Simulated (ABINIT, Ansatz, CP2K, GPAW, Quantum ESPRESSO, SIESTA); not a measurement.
**One structure in several programs: MgAu3 (Pm-3m, 4 atoms in the cell)**

Self-consistent single point.

```xyz
4
Lattice="4.1065 0.0000 0.0000 0.0000 4.1065 0.0000 0.0000 0.0000 4.1065" Properties=species:S:1:pos:R:3 pbc="T T T"
Mg     0.0000     0.0000     0.0000
Au     2.0533     2.0533     0.0000
Au     0.0000     2.0533     2.0533
Au     2.0533     0.0000     2.0533
```

All programs got the same cell, k-point mesh and kind of occupations (in Ansatz's words: kpoints.mp_grid.grid = 6 6 6; scf.occupations.method = fermi_dirac; scf.occupations.width = 0.1 eV); potentials, basis and cutoffs are each program's usual ones.

| code | model | pressure (GPa) | k-points | cutoff |
|---|---|---|---|---|
| GPAW | PBEsol, GPAW PAW datasets PBEsol (made by gpaw-setup) | -1.51 | 20 | 850 eV |
| Quantum ESPRESSO | PBEsol, GBRV 1.5 ultrasoft (PBESOL) pseudopotentials | -3.08 | 20 | 40 Ry |
| ABINIT | PBEsol, norm-conserving pseudopotentials (PseudoDojo nc-sr-04 PBEsol standard) | -2.99 | 20 | 42 Ha |
| SIESTA | GGA PBEsol, numerical atomic orbitals DZP, PseudoDojo PBEsol standard norm-conserving potentials (rewritten from UPF to PSML) | -5.79 | 132 | grid 400 Ry |
| CP2K | PBEsol, GPW, TZVP-MOLOPT-SR-GTH basis, GTH-PBE potentials (GTH_POTENTIALS) | 2.59 | 112 | grid 500 Ry |
| Ansatz | PBEsol, PAW files made with PBE | -2.85 | 20 | 420 eV |

The spread over the programs that give each value: pressure within 8.38 GPa.

The starting cell comes from a database of computed structures (which also holds hypothetical and non-ambient phases and stackings), without a prior relaxation at this level. On Ansatz's run: Spin-orbit coupling is off.

### Question
Why do the programs differ, and what cannot be compared?

### Answer
Differences of this kind can come from the potentials, where these differ, and from what each basis and cutoff leave unconverged. The valence holds different numbers of electrons (GPAW 43, Quantum ESPRESSO 43, ABINIT 67, SIESTA 67, CP2K 35, Ansatz (a first-principles code) 67). The zero of total energies and Fermi levels follows the potentials and each program's conventions, so they are not compared here. SIESTA and CP2K use small atom-centred bases, whose incompleteness enters pressures, forces and empty levels differently from a plane-wave cutoff. Ansatz's pressure is given at a fixed set of plane waves, as the other plane-wave codes print theirs; with its correction for the finite basis it is -2.81 GPa. The programs reduce the same mesh by symmetry to different extents, which changes the work and not the result. In the pressure, GPAW (by 1.41), SIESTA (by 2.87) and CP2K (by 5.51) lie more than 1 GPa from the median of the plane-wave programs.

Left out of this page: Elk and FLEUR (not drawn, or without a comparable value).

Keys are those of Ansatz 0.2.
